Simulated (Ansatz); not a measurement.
## A computed series for Y: response to strain

Start from Y in the hcp (Mg type) structure (space group P6_3/mmc, No. 194; relaxed with 0.1 eV smearing).

```
Y
1.0
    3.59431     0.00000     0.00000
   -1.79716     3.11277     0.00000
    0.00000     0.00000     5.60992
Y
2
Cartesian
  1.79716   1.03759   4.20744
  0.00000   2.07518   1.40248
```

Strains are applied to the cell and any free atomic positions relax.

All numbers come from Ansatz (a program for electronic structure), PBEsol, PAW, cutoff 420 eV, no SOC.

Notes on the quantities. pressure: mean of the normal stresses, compression positive; energy relative to the base: free energy F.

| variant | volume per atom | pressure | energy relative to the base |
|---|---|---|---|
| base | 31.38 Å³ | 0.0 GPa | 0 meV/atom |
| isotropic strain −3.00 % | 28.64 Å³ | 4.4 GPa | +35 meV/atom |
| isotropic strain −2.50 % | 29.09 Å³ | 3.6 GPa | +24 meV/atom |
| isotropic strain −1.00 % | 30.45 Å³ | … | +3.8 meV/atom |
| isotropic strain −0.50 % | 30.91 Å³ | 0.6 GPa | +0.9 meV/atom |
| isotropic strain +0.50 % | 31.86 Å³ | -0.6 GPa | +0.9 meV/atom |
| isotropic strain +1.00 % | 32.33 Å³ | -1.2 GPa | … |
| isotropic strain +2.00 % | 33.30 Å³ | -2.3 GPa | … |
| isotropic strain +2.50 % | 33.80 Å³ | -2.8 GPa | +22 meV/atom |
| isotropic strain +3.00 % | 34.29 Å³ | -3.3 GPa | +32 meV/atom |

Question: Complete the table.

Answer: 
- isotropic strain −1.00 %, pressure: 1.3 GPa
- isotropic strain +1.00 %, energy relative to the base: +3.7 meV/atom
- isotropic strain +2.00 %, energy relative to the base: +14 meV/atom

No phonon test of stability was made. All final runs are without spin polarisation.
